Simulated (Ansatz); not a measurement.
**RuRhN₂ (model structure, started from the PtCoO2 type, R-3m, No. 166, 4 atoms in the cell): equilibrium lattice constant a by level of theory**

No measured value is used here.

| level (code) | value (Å) |
|---|---|
| LDA (Ansatz) | 2.737 |
| PBE (Ansatz) | 2.804 |
| PBEsol (Ansatz) | 2.758 |
| r²SCAN (Ansatz) | 2.792 |

The crystal itself was run without spin with LDA, PBE, PBEsol, r²SCAN; a magnetic state was not tried in these runs. LDA, PBE, PBEsol, r²SCAN: the run has no spin polarisation, so it can have missed a magnetic state. Cutoffs differ between the levels. Ansatz's density-functional and Hartree–Fock values are scalar-relativistic unless marked +SOC, with PAW data made under PBE.

A model structure was made by putting elements into a prototype or built by hand; it is no filed structure, need not be a known phase, and can be a saddle point held by its symmetry.

Ansatz is an electronic-structure program.
